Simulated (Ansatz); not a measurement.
System: C vacancy in 4H silicon carbide (charge state +2). These are PBE, PAW (plane waves to 420 eV; Ansatz, a program for electronic structure) values and carry that method's errors.

72-site cell at the relaxed PBE lattice, the Γ point alone, smearing 0.01 eV, spin-restricted, no finite-size correction. Static, classical nuclei. The charge state is imposed; whether it is stable for some Fermi level was not computed. Forms of the defect that were not tried may lie lower.

Barriers: single points on a 2×2×2 k-point mesh shifted by half a step along c at the bands' geometries (they differ from the bands' own by up to 0.49 eV, and are uncertain by about as much).

Relaxed starting cell (atoms counted from 1):

```
CELL_PARAMETERS angstrom
      9.28226     0.00000     0.00000
     -4.64113     8.03868     0.00000
      0.00000     0.00000    10.12928
ATOMIC_POSITIONS crystal
  Si 0.99972 0.99980 0.47874
  Si 0.99861 0.33362 0.49895
  Si 0.99862 0.66487 0.49895
  Si 0.33465 0.00091 0.49895
  Si 0.33465 0.33362 0.49894
  Si 0.33306 0.66646 0.50006
  Si 0.66591 0.00091 0.49895
  Si 0.66639 0.33313 0.49989
  Si 0.66590 0.66487 0.49895
  Si 0.99973 0.99980 0.00043
  Si 0.00086 0.33450 0.00106
  Si 0.00086 0.66623 0.00106
  Si 0.33329 0.99866 0.00106
  Si 0.33329 0.33450 0.00106
  Si 0.33306 0.66646 0.00118
  Si 0.66502 0.99866 0.00106
  Si 0.66639 0.33313 0.00208
  Si 0.66502 0.66623 0.00106
  Si 0.23438 0.11712 0.75466
  Si 0.22272 0.44578 0.75143
  Si 0.22272 0.77680 0.75143
  Si 0.55634 0.11303 0.75224
  Si 0.55634 0.44317 0.75224
  Si 0.55373 0.77680 0.75143
  Si 0.88239 0.11712 0.75466
  Si 0.88649 0.44317 0.75224
  Si 0.88239 0.76513 0.75466
  Si 0.11137 0.22309 0.24734
  Si 0.11130 0.55558 0.24994
  Si 0.11137 0.88815 0.24733
  Si 0.44443 0.22215 0.24992
  Si 0.44393 0.55559 0.24994
  Si 0.44393 0.88821 0.24994
  Si 0.77737 0.22215 0.24992
  Si 0.77737 0.55509 0.24992
  Si 0.77642 0.88815 0.24734
  C  0.00116 0.33285 0.68677
  C  0.00117 0.66818 0.68677
  C  0.33133 0.99834 0.68677
  C  0.33133 0.33284 0.68677
  C  0.33305 0.66646 0.68786
  C  0.66667 0.99835 0.68677
  C  0.66639 0.33313 0.68827
  C  0.66666 0.66818 0.68677
  C  0.99972 0.99980 0.18749
  C  0.99959 0.33270 0.18830
  C  0.99959 0.66675 0.18830
  C  0.33277 0.99993 0.18830
  C  0.33277 0.33270 0.18830
  C  0.33306 0.66646 0.18815
  C  0.66681 0.99993 0.18830
  C  0.66639 0.33313 0.18849
  C  0.66681 0.66675 0.18830
  C  0.22201 0.11094 0.93914
  C  0.22203 0.44441 0.93948
  C  0.22203 0.77749 0.93948
  C  0.55521 0.11078 0.93994
  C  0.55522 0.44430 0.93994
  C  0.55510 0.77748 0.93948
  C  0.88858 0.11094 0.93913
  C  0.88874 0.44430 0.93994
  C  0.88858 0.77751 0.93914
  C  0.11126 0.22288 0.43957
  C  0.11078 0.55533 0.43903
  C  0.11126 0.88826 0.43957
  C  0.44439 0.22213 0.43923
  C  0.44419 0.55533 0.43903
  C  0.44420 0.88874 0.43903
  C  0.77739 0.22213 0.43923
  C  0.77739 0.55514 0.43923
  C  0.77665 0.88826 0.43957
```
Cell charge +2.

End state 1 differs by these moves (Å; atoms that move under 0.08 Å are left out):

```csv
atom,element,Δx,Δy,Δz
1,Si,0.00,-0.01,0.20
5,Si,-0.01,0.00,-0.20
19,Si,-0.09,-0.15,0.00
20,Si,-0.09,0.04,0.03
23,Si,0.07,0.06,0.02
25,Si,0.07,-0.06,-0.03
27,Si,0.01,0.09,-0.02
40,C,-1.54,-2.66,0.00
```

Q: Predict the forward and backward barriers to end state 1 from PBE, PAW.

A: forward 5.27 eV, backward 5.27 eV; at the saddle point atom 40 has neighbours Si at 1.76, 2 Si at 2.20 Å. The check of the saddle point's order was inconclusive, and it lies on a symmetry element of the cell, where a band can be held.

End state 2 differs by these moves (Å; atoms that move under 0.08 Å are left out):

```tsv
atom	element	Δx	Δy	Δz
1	Si	0.00	-0.10	0.27
2	Si	-0.07	0.04	0.06
5	Si	0.07	0.04	0.06
19	Si	-0.08	-0.06	-0.04
25	Si	0.08	-0.06	-0.04
27	Si	0.00	0.09	-0.03
28	Si	0.00	-0.01	-0.13
63	C	0.00	-1.78	2.52
```

Q: Estimate the forward and backward barriers to end state 2 that PBE, PAW returns for this input.

A: forward 5.10 eV, backward 5.04 eV; at the saddle point atom 63 has neighbours Si at 1.79, 2 Si at 2.20, 2 Si at 2.22 Å. The program found a first-order saddle point.
